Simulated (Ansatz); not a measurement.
Polymorphs of KBr, r2SCAN, rigid bands run with Ansatz (an electronic-structure program); geometry: cell and atoms relaxed with PBEsol.
- Fm-3m, primitive cell of 2: a = b = c = 4.631 Å, α = β = γ = 60.00°
- Pm-3m, primitive cell of 2: a = b = c = 3.933 Å, α = β = γ = 90.00°

```tsv
Space group	volume per atom (Å³)	band gap	electron conductivity mass	Seebeck coefficient, n-type 1e19 cm⁻³
Fm-3m	35.1	5.15 eV	0.39 mₑ	-184 μV/K
Pm-3m	30.4	4.89 eV	0.35 mₑ	(withheld)
```

Question: What belongs in the gaps?

Answer: 
- Pm-3m, Seebeck coefficient, n-type 1e19 cm⁻³: -170 μV/K

Masses are for dilute carriers at 300 K, harmonic means over directions unless an axis is named. Seebeck coefficients are for the stated density at 300 K, with one relaxation time for all states and whether or not that doping can be reached. Spin-orbit coupling is left out.

Computed structure with no diffraction record at hand here (it may be known, metastable or hypothetical): KBr (Pm-3m).
